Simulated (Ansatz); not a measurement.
**WS2, response to strain**

Start from WS2 (space group P6_3/mmc, No. 194; layered, stacked along the Cartesian z axis).

```yaml
crystal:
  lattice:
    - [3.11474, 0.00000, 0.00000]
    - [-1.55737, 2.69745, 0.00000]
    - [0.00000, 0.00000, 11.77237]
  atoms:
    - { symbol: W, position: [0.66667, 0.33333, 0.25000] }
    - { symbol: W, position: [0.33333, 0.66667, 0.75000] }
    - { symbol: S, position: [0.66667, 0.33333, 0.88355] }
    - { symbol: S, position: [0.33333, 0.66667, 0.38355] }
    - { symbol: S, position: [0.33333, 0.66667, 0.11645] }
    - { symbol: S, position: [0.66667, 0.33333, 0.61645] }
```

Strains are applied to the cell and any free atomic positions relax.

All numbers come from Ansatz (a program for electronic structure) PBEsol-D3(BJ), no spin-orbit coupling.

```tsv
case	volume per atom	smallest direct gap	largest internal atomic displacement
base	16.48 Å³	1.92 eV	–
isotropic strain +0.60 %	16.78 Å³	1.85 eV	0.015 Å
isotropic strain +1.20 %	17.09 Å³	1.77 eV	0.030 Å
isotropic strain +1.80 %	17.39 Å³	1.70 eV	0.045 Å
isotropic strain +2.40 %	17.70 Å³	1.64 eV	0.060 Å
```

Spin-orbit coupling, missing from the scalar runs, can matter with W. No phonon test of stability was made.
